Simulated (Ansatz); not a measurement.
The parent structure is GaSb in the zinc blende structure (space group F-43m, No. 216; a = 6.1324 Å). Axes: x, y, z lie along the cube axes.

Method: r2SCAN (Ansatz, a quantum-chemistry and plane-wave program), no spin-orbit coupling.

Strains are applied to the cell and any free atomic positions relax; under biaxial strain the out-of-plane vector relaxes too.

One change was made to it. Results:

```json
[
 {"quantity": "shortest interatomic distance", "base": "2.655 Å", "after": "2.631 Å"},
 {"quantity": "band gap", "base": "0.41 eV", "after": "0.52 eV"},
 {"quantity": "electron mass", "base": "0.023 mₑ (at Γ)", "after": "0.040 mₑ out of plane, 0.029 mₑ in plane (at Γ)"},
 {"quantity": "energy relative to the base (free energy F)", "base": "0 meV/atom", "after": "+11 meV/atom"}
]
```

Problem. Which change produced these results?
A. biaxial strain −1.50 %, plane normal [001], relaxed out of plane
B. biaxial strain −2.00 %, plane normal [001], relaxed out of plane
C. biaxial strain −0.50 %, plane normal [001], relaxed out of plane
D. biaxial strain −2.50 %, plane normal [001], relaxed out of plane
E. biaxial strain −3.00 %, plane normal [001], relaxed out of plane

Solution. D, biaxial strain −2.50 %, plane normal [001], relaxed out of plane. For comparison, the electron mass in the other runs: biaxial strain −1.50 %, plane normal [001], relaxed out of plane gives 0.033 mₑ out of plane, 0.027 mₑ in plane (at Γ); biaxial strain −2.00 %, plane normal [001], relaxed out of plane gives 0.037 mₑ out of plane, 0.028 mₑ in plane (at Γ); biaxial strain −3.00 %, plane normal [001], relaxed out of plane gives 0.043 mₑ out of plane, 0.031 mₑ in plane (at Γ); biaxial strain −0.50 %, plane normal [001], relaxed out of plane gives 0.027 mₑ out of plane, 0.024 mₑ in plane (at Γ).

Spin-orbit coupling, missing from the scalar runs, can matter with Sb. Effective masses come from finite differences of ±0.01 Å⁻¹. No phonon test of stability was made.
